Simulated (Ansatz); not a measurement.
## A computed series for TiAl: response to strain

The reference is TiAl (space group P4/mmm, No. 123; a = 2.796 Å, c = 4.038 Å; relaxed with 0.1 eV smearing).

Strains are applied to the cell and any free atomic positions relax.

All numbers come from Ansatz (a first-principles code) PBEsol, spin-orbit coupling left out.

Notes on the quantities. pressure: mean of the normal stresses, compression positive; energy relative to the base: free energy F.

| change | pressure | shortest interatomic distance | energy relative to the base |
|---|---|---|---|
| base | 0.0 GPa | 2.796 Å | 0 meV/atom |
| isotropic strain −3.00 % | 13.1 GPa | 2.712 Å | +52 meV/atom |
| isotropic strain −2.00 % | 8.2 GPa | 2.740 Å | +23 meV/atom |
| isotropic strain −1.50 % | 5.9 GPa | 2.754 Å | +13 meV/atom |
| isotropic strain −1.00 % | 3.8 GPa | 2.768 Å | +5.5 meV/atom |
| isotropic strain −0.50 % | 1.9 GPa | 2.782 Å | +1.4 meV/atom |
| isotropic strain +1.00 % | -3.4 GPa | 2.824 Å | +5.2 meV/atom |
| isotropic strain +1.50 % | -4.9 GPa | 2.838 Å | +11 meV/atom |
| isotropic strain +2.00 % | -6.3 GPa | 2.852 Å | +20 meV/atom |
| isotropic strain +3.00 % | -8.9 GPa | 2.880 Å | +44 meV/atom |

Whether these cells are dynamically stable was not tested. The final runs are not spin-polarised.
